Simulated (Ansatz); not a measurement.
Base system: CdGeAs2 in the chalcopyrite structure (space group I-42d, No. 122; a = 5.981 Å, c = 11.298 Å).

Method: r2SCAN (Ansatz, an electronic-structure program; PAW; 500 eV plane waves; no spin-orbit coupling).

For the base:

The band gap is 0.10 eV. The gap character is direct at Γ and the valence-band top at Γ comes out as 0.00, -0.23, -0.23 eV.

Now apply this change: a hydrostatic pressure of 22.5 GPa.

### Question
How does this affect the band gap?

### Answer
The band gap rises by 0.45 eV to 0.55 eV.

### Question
How does this affect the gap character?

### Answer
The gap character stays direct at Γ.

### Question
Predict the new valence-band top at Γ.

### Answer
The valence-band top at Γ (three highest levels, from the VBM) changes from 0.00, -0.23, -0.23 eV to 0.00, -0.61, -0.61 eV.

Load acts through the strain it causes; cell and atoms are relaxed under it. Stability against distortions was not tested. Competing high-pressure phases were not computed. A zero or small gap of CdGeAs2 can be the functional's error rather than a property of the material.
